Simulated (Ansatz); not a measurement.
LaBr₃ (P6₃/m, No. 176) was calculated with r²SCAN in Ansatz (plane waves, PAW).

Numerical settings: plane-wave cutoff 560 eV, 6×6×8 k mesh (along the axes of the cell as run), Fermi–Dirac smearing 0.01 eV, scalar-relativistic PAW data made under PBE.

Cell (relaxed at this level):

```yaml
crystal:
  lattice:
    - [4.03621, -6.99091, 0.00000]
    - [4.03621, 6.99091, 0.00000]
    - [0.00000, 0.00000, 4.51342]
  atoms:
    - { symbol: La, position: [0.33333, 0.66667, 0.25000] }
    - { symbol: La, position: [0.66667, 0.33333, 0.75000] }
    - { symbol: Br, position: [0.38786, 0.30078, 0.25000] }
    - { symbol: Br, position: [0.08708, 0.38786, 0.75000] }
    - { symbol: Br, position: [0.69922, 0.08708, 0.25000] }
    - { symbol: Br, position: [0.61214, 0.69922, 0.75000] }
    - { symbol: Br, position: [0.91292, 0.61214, 0.25000] }
    - { symbol: Br, position: [0.30078, 0.91292, 0.75000] }
```

### Question
Estimate the bulk modulus, band gap, smallest direct gap on the k points sampled and pressure derivative B′ of the bulk modulus that the calculation returns.

### Answer

- bulk modulus = 27.6 GPa
- band gap = 3.54 eV
- smallest direct gap on the k points sampled = 3.57 eV
- pressure derivative B′ of the bulk modulus = 7.2

Measured, for comparison: band gap 5.9 eV (temperature not stated, not corrected to a static lattice, literature value; as tabulated in Przystupa et al. (2023), doi:10.3390/ma16145085).

Note: the bulk modulus comes from volumes at which shape and atoms were relaxed.

Spin–orbit coupling is not included.

Computed values are for the static lattice.

It cost around 18 core-minutes (rough) of CPU time.

Ansatz is an electronic-structure program.
